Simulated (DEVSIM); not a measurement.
Structure: illuminated InP p-on-n cell, one wavelength, at 250 K.

Layer 1 from the left is InP, thickness (μm) 0.910, Na (cm⁻³) 1.1e18, τn (s) 8.1e-9, τp (s) 1.7e-9, absorption coefficient (cm⁻¹) 7600. Layer 2 from the left is InP, thickness (μm) 1.20, Nd (cm⁻³) 8.5e16, τn (s) 1e-8, τp (s) 1e-8, absorption coefficient (cm⁻¹) 7600.

Left contact: ohmic, minority electron recombination velocity 30000 cm/s. Right contact: ohmic, minority hole recombination velocity 300 cm/s. Voltage is applied to the left contact. Recombination: SRH at mid-gap, radiative, Auger. Light enters at the left, 6.4e17 photons cm⁻² s⁻¹, one pass, no reflection. Mobility is μmin + (μ − μmin)/(1 + (N/Nref)^α).

The device is made up for the run: typed textbook-type constants, with dimensions and the other settings drawn at random. Values at 300 K; Nc and Nv go as T^1.5, mobilities as T to minus their exponent, the gap by Varshni's rule with the affinity fixed.

InP: gap (eV) 1.344, affinity (eV) 4.38, permittivity 12.5, Nc (cm⁻³) 5.7e17, Nv (cm⁻³) 1.1e19, μn (cm²/Vs) 5200, μp (cm²/Vs) 170, μn,min 400, μp,min 10, Nref,n 3e17, Nref,p 4.9e17, αn 0.47, αp 0.62, T exponent of μn 2, T exponent of μp 2, B (cm³/s) 1.2e-10, Cn (cm⁶/s) 9e-31, Cp (cm⁶/s) 9e-31, Varshni α (eV/K) 0.000363, Varshni β (K) 162.

DEVSIM, 1D drift-diffusion, Boltzmann statistics, complete ionisation; no tunnelling, impact ionisation, image-force lowering or self-heating.

Dark forward current:

| |V| (V) | |J| (A/cm²) |
|---|---|
| 0.05 | 4.175e-13 |
| 0.10 | 1.681e-12 |
| 0.15 | 5.779e-12 |
| 0.20 | 1.914e-11 |
| 0.25 | 6.299e-11 |
| 0.30 | 2.072e-10 |
| 0.35 | 6.806e-10 |
| 0.40 | 2.242e-9 |
| 0.45 | 7.400e-9 |
| 0.50 | 2.447e-8 |
| 0.55 | 8.119e-8 |
| 0.60 | 2.703e-7 |
| 0.65 | 9.035e-7 |
| 0.70 | 3.037e-6 |
| 0.75 | 1.030e-5 |
| 0.80 | 3.542e-5 |
| 0.85 | 0.0001256 |
| 0.90 | 0.0004758 |
| 0.95 | 0.002075 |
| 1.00 | 0.01142 |
| 1.05 | 0.08158 |
| 1.10 | 0.7005 |
| 1.15 | 6.443 |
| 1.20 | 52.44 |
| 1.25 | 341.8 |
| 1.30 | 2300 |

Work out the local ideality factor n = ΔV / (kT/q · ln(J2/J1)) between the rows 0.10 and 0.15 V, 1.10 and 1.15 V, 1.25 and 1.30 V.

kT/q = 21.54 mV. From 0.10 to 0.15 V: ln(5.779e-12/1.681e-12) = 1.235, n = 1.88, near the 2 of recombination in the depletion region. From 1.10 to 1.15 V: ln(6.443/0.7005) = 2.219, n = 1.05, near the 1 of diffusion or emission over a barrier. From 1.25 to 1.30 V: ln(2300/341.8) = 1.906, n = 1.22; the layers' resistance at their doping, Σ W/(qμN) = 6.8e-6 Ω cm², would take 13 mV of this step of 50 mV.

What current could the absorbed light give at most, and what share is collected?

Σ αd = 1.60, so qΦ(1 − exp(−Σ αd)) = 81.9 mA/cm². The simulated short-circuit current is 77.93 mA/cm², a share of 0.95.

Estimate the open-circuit voltage by superposition: the voltage at which the dark current equals that short-circuit current.

Interpolating ln J in the table gives 1.049 V. The simulation gives 1.049 V, the same within the digits that matter. Superposition holds where collection doesn't change with voltage.

Estimate the fill factor from FF0 = (v − ln(v + 0.72))/(v + 1), v = qVoc/(nkT), with n from the dark curve.

The rows about Voc, 1.00 and 1.05 V, give n = 1.18, so v = 41.3 and FF0 = 0.888. The simulation gives 0.877; the estimate lies 1.2 % above.
